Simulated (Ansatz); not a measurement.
## Zone-centre TO phonon frequency of CsCl-type FeAl at several levels of theory

No measured value is used here.

```tsv
level (code)	value (cm⁻¹)	cell (Å³/atom)
LDA (Ansatz)	368	11.11
PBE (Ansatz)	(withheld)	11.81
r²SCAN (Ansatz)	368	11.49
```

Question: Fill in the missing entries.

Answer: 
- PBE (Ansatz, a first-principles code), value (cm⁻¹): 348

The crystal itself was run without spin with LDA, PBE, r²SCAN. Each level is taken at its own relaxed cell. Cutoffs differ between the levels. Ansatz's density-functional and Hartree–Fock values are scalar-relativistic unless marked +SOC, with PAW data made under PBE.
